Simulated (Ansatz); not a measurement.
Relaxation of the outer planes of the (111) surface of fcc Au in its 1x1 cell (the real clean face reconstructs), outermost plane spacing 2.40 Å in the ideal cut.

Calculation: PBE (plane waves to 420 eV, PAW; Ansatz, a quantum-chemistry and plane-wave program).

Model: 9-atom slab, 19.2 Å thick at the start, 15x15x1 mesh, Fermi-Dirac 0.1 eV, dipole correction, all atoms relaxed; held to the start's symmetry, so lower structures may exist; no spin, no spin-orbit, no U.

```json
[
 {"plane": "1", "atoms": "Au", "bulk spacing to the next (Å)": "2.400", "relaxed spacing (Å)": "2.426", "change (%)": "1.1", "rumpling (Å)": "0.00"},
 {"plane": "2", "atoms": "Au", "bulk spacing to the next (Å)": "2.400", "relaxed spacing (Å)": "2.393", "change (%)": "-0.3", "rumpling (Å)": "0.00"}
]
```
